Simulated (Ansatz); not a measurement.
# YAs in the rock salt structure (space group Fm-3m, No. 225)

```cif
data_AsY
_chemical_formula_sum 'Y1 As1'
_space_group_name_H-M_alt 'P 1'
_space_group_IT_number 1
_cell_length_a 4.06476
_cell_length_b 4.06476
_cell_length_c 4.06476
_cell_angle_alpha 60.000
_cell_angle_beta 60.000
_cell_angle_gamma 60.000
loop_
_space_group_symop_operation_xyz
  'x, y, z'
loop_
_atom_site_label
_atom_site_type_symbol
_atom_site_fract_x
_atom_site_fract_y
_atom_site_fract_z
_atom_site_occupancy
Y1 Y 0.00000 0.00000 0.00000 1
As1 As 0.50000 0.50000 0.50000 1
```

Calculations: PBEsol, PAW, 420 eV (Ansatz, an electronic-structure program; scalar-relativistic without spin-orbit coupling). k-mesh 14×14×14 (Γ-centred); smearing 0.05 eV (Fermi–Dirac).

| Property | Value |
|---|---|
| Volume per atom | 23.74 Å³ |
| Density | 5.73 g/cm³ |
| Band gap | zero |
| Total energy | -4305.641 eV/atom (σ→0; compares only within this code and set-up) |

Stability against distortions was not tested. All final runs are without spin polarisation.
